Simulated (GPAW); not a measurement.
## GPAW run on K2RbScCl6 (Fm-3m, 10 atoms in the cell): self-consistent single point

Level of theory: PBEsol, GPAW PAW datasets PBEsol (made by gpaw-setup) (plane waves; GPAW).

The input file:

```python
from ase import Atoms
from ase.units import GPa
from gpaw import GPAW, PW, FermiDirac

atoms = Atoms(['K', 'K', 'Rb', 'Sc', 'Cl', 'Cl', 'Cl', 'Cl', 'Cl', 'Cl'],
              cell=[[0.000000, 5.581160, 5.581160],
                    [5.581160, 0.000000, 5.581160],
                    [5.581160, 5.581160, 0.000000]],
              scaled_positions=[[0.750000, 0.750000, 0.750000],
                                [0.250000, 0.250000, 0.250000],
                                [0.500000, 0.500000, 0.500000],
                                [0.000000, 0.000000, 0.000000],
                                [0.776620, 0.223380, 0.223380],
                                [0.223380, 0.776620, 0.776620],
                                [0.223380, 0.776620, 0.223380],
                                [0.776620, 0.223380, 0.776620],
                                [0.223380, 0.223380, 0.776620],
                                [0.776620, 0.776620, 0.223380]],
              pbc=True)

calc = GPAW(mode=PW(850),
            xc='PBEsol',
            kpts=(3, 3, 3),
            occupations=FermiDirac(0.0),
            nbands=-6,
            convergence={'density': 1e-05, 'energy': 1e-05, 'bands': -4},
            symmetry={'symmorphic': False, 'tolerance': 0.0005},
            maxiter=120,
            txt='-')

atoms.calc = calc

energy = atoms.get_potential_energy()
print('Energy (eV):', round(energy, 6))
forces = atoms.get_forces()
print('Forces (eV/Ang):')
print(forces.round(5))
stress = atoms.get_stress()
print('Stress (GPa, Voigt):', (stress / GPa).round(4))
```

Output, abridged:

```
Input parameters:
  convergence: {bands: -4,
                density: 1e-05,
                energy: 1e-05}
  kpts: [3 3 3]
  maxiter: 120
  mode: {ecut: 850.0,
         name: pw}
  nbands: -6
  occupations: {fixmagmom: False,
                name: fermi-dirac,
                width: 0.0}
  symmetry: {symmorphic: False,
             tolerance: 0.0005}
  xc: PBEsol

species:
  K:
    name: Potassium
    Z: 19.0
    valence: 9
    core: 10
    charge: 0.0
    file: K.PBEsol.gz

    # Using partial waves for K as LCAO basis

  Rb:
    name: Rubidium
    Z: 37.0
    valence: 9
    core: 28
    charge: 0.0
    file: Rb.PBEsol.gz

    # Using partial waves for Rb as LCAO basis

  Sc:
    name: Scandium
    Z: 21.0
    valence: 11
    core: 10
    charge: 0.0
    file: Sc.PBEsol.gz

    # Using partial waves for Sc as LCAO basis

  Cl:
    name: Chlorine
    Z: 17.0
    valence: 7
    core: 10
    charge: 0.0
    file: Cl.PBEsol.gz

    # Using partial waves for Cl as LCAO basis

Reference energy: -209754.503601  # eV

Spin-paired calculation

Convergence criteria:
 Maximum [total energy] change in last 3 cyles: 1e-05 eV / valence electron
 Maximum integral of absolute [dens]ity change: 1e-05 electrons / valence electron
 Maximum integral of absolute [eigenst]ate change: 4e-08 eV^2 / valence electron
 Maximum number of scf [iter]ations: 120

Symmetries present (total): 48
Symmetries with fractional translations: 0
27 k-points: 3 x 3 x 3 Monkhorst-Pack grid
4 k-points in the irreducible part of the Brillouin zone
       k-points in crystal coordinates                weights
   0:     0.00000000    0.00000000    0.00000000          1/27
   1:     0.33333333    0.33333333   -0.33333333         12/27
   2:     0.33333333    0.33333333    0.00000000          6/27
   3:     0.33333333    0.33333333    0.33333333          8/27

Wave functions: Plane wave expansion
  Cutoff energy: 850.000 eV
  Number of coefficients (min, max): 19537, 19603
  Pulay-stress correction: 0.000000 eV/Ang^3 (de/decut=0.000000)

Occupation numbers: # Zero width

Eigensolver

Densities:
  Coarse grid: 54*54*54 grid
  Fine grid: 108*108*108 grid
  Total Charge: 0.000000

Density mixing:
  Method: separate
  Backend: pulay
  Linear mixing parameter: 0.05
  old densities: 5
  Damping of long wavelength oscillations: 50

Hamiltonian:
  XC and Coulomb potentials evaluated on a 108*108*108 grid
  External potential:
    NoExternalPotential

XC parameters: PBEsol with 2 nearest neighbor stencil

Number of atoms: 10
Number of atomic orbitals: 52
Number of bands in calculation: 46
Number of valence electrons: 80
Bands to converge: 42

Density initialized from atomic densities
  46 bands from LCAO basis set

Atomic positions and initial magnetic moments

Positions:
   0 K      8.371740    8.371740    8.371740    ( 0.0000,  0.0000,  0.0000)
   1 K      2.790580    2.790580    2.790580    ( 0.0000,  0.0000,  0.0000)
   2 Rb     5.581160    5.581160    5.581160    ( 0.0000,  0.0000,  0.0000)
   3 Sc     0.000000    0.000000    0.000000    ( 0.0000,  0.0000,  0.0000)
   4 Cl     2.493439    5.581160    5.581160    ( 0.0000,  0.0000,  0.0000)
   5 Cl     8.668881    5.581160    5.581160    ( 0.0000,  0.0000,  0.0000)
   6 Cl     5.581160    2.493439    5.581160    ( 0.0000,  0.0000,  0.0000)
   7 Cl     5.581160    8.668881    5.581160    ( 0.0000,  0.0000,  0.0000)
   8 Cl     5.581160    5.581160    2.493439    ( 0.0000,  0.0000,  0.0000)
   9 Cl     5.581160    5.581160    8.668881    ( 0.0000,  0.0000,  0.0000)

Unit cell:
           periodic     x           y           z      points  spacing
  1. axis:    yes    0.000000    5.581160    5.581160    54     0.1193
  2. axis:    yes    5.581160    0.000000    5.581160    54     0.1193
  3. axis:    yes    5.581160    5.581160    0.000000    54     0.1193

  Lengths:   7.892952   7.892952   7.892952
  Angles:   60.000000  60.000000  60.000000

Effective grid spacing dv^(1/3) = 0.1302

     iter     time        total  log10-change:
                         energy   eigst   dens
iter:   1 --:--:--   -41.353695   +0.42
iter:   2 --:--:--   -41.224381   +0.03  -1.27
iter:   3 --:--:--   -40.486959   -0.77  -1.32
iter:   4 --:--:--   -40.262411   -0.97  -1.47
iter:   5 --:--:--   -40.428396   -1.10  -1.64
iter:   6 --:--:--   -40.347611   -1.73  -1.75
   [... 2 lines left out ...]
iter:   9 --:--:--   -40.247001   -2.73  -2.50
iter:  10 --:--:--   -40.246602   -3.12  -2.77
iter:  11 --:--:--   -40.247652   -3.09  -2.68
iter:  12 --:--:--   -40.245899   -3.84  -3.03
iter:  13 --:--:--   -40.245954   -4.41  -3.45
iter:  14 --:--:--   -40.245880c  -4.70  -3.42
iter:  15 --:--:--   -40.245945c  -4.88  -3.46
iter:  16 --:--:--   -40.245913c  -5.61  -3.48
iter:  17 --:--:--   -40.245902c  -5.01  -3.56
iter:  18 --:--:--   -40.245905c  -5.80  -3.92
iter:  19 --:--:--   -40.245903c  -5.53  -4.03
   [... 8 lines left out ...]
iter:  28 --:--:--   -40.245906c  -6.56  -4.41
iter:  29 --:--:--   -40.245904c  -7.33  -4.27
iter:  30 --:--:--   -40.245903c  -6.50  -4.42
iter:  31 --:--:--   -40.245903c  -7.23  -4.54
iter:  32 --:--:--   -40.245903c  -7.20  -4.88
iter:  33 --:--:--   -40.245903c  -7.55c -5.20c

Converged after 33 iterations.

Dipole moment: (0.000000, 0.000000, 0.000000) |e|*Ang

Energy contributions relative to reference atoms: (reference = -209754.503601)

Kinetic:        +22.633170
Potential:      -26.624900
External:        +0.000000
XC:             -35.432693
Entropy (-ST):   +0.000000
Local:           -0.821481
SIC:             +0.000000
--------------------------
Free energy:    -40.245903
Extrapolated:   -40.245903

Showing only first 2 kpts
 Kpt  Band  Eigenvalues  Occupancy
  0    38     -0.50883    2.00000
  0    39     -0.50883    2.00000
  0    40      3.52827    0.00000
  0    41      3.52827    0.00000

  1    38     -0.71770    2.00000
  1    39     -0.61507    2.00000
  1    40      3.61781    0.00000
  1    41      3.69785    0.00000

Fermi level: 1.50484

Gap: 4.027 eV
Transition (v -> c):
  (s=0, k=0, n=39, [0.00, 0.00, 0.00]) -> (s=0, k=2, n=40, [0.33, 0.33, 0.00])
Direct/indirect transitions are different
Direct gap: 4.033 eV
Transition at: (s=0, k=2, n=39, [0.33, 0.33, 0.00])
Energy (eV): -40.245903

Forces in eV/Ang:
  0 K    -0.00000   -0.00000   -0.00000
  1 K    -0.00000    0.00000    0.00000
  2 Rb    0.00000    0.00000    0.00000
  3 Sc   -0.00000   -0.00000   -0.00000
  4 Cl   -0.14455    0.00000    0.00000
  5 Cl    0.14455   -0.00000    0.00000
  6 Cl    0.00000   -0.14455    0.00000
  7 Cl    0.00000    0.14455    0.00000
  8 Cl   -0.00000    0.00000   -0.14455
  9 Cl    0.00000    0.00000    0.14455

Stress tensor:
     0.006752     0.000000    -0.000000
     0.000000     0.006752    -0.000000
    -0.000000    -0.000000     0.006752
Stress (GPa, Voigt): [ 1.0818  1.0818  1.0818 -0.     -0.      0.    ]
```

The run converged in 33 iterations. GPAW prints stress with tension positive.

The starting cell comes from a database of computed structures (which also holds hypothetical and non-ambient phases and stackings), without a prior relaxation at this level.

Cost on one core of a shared machine: roughly 4 min.
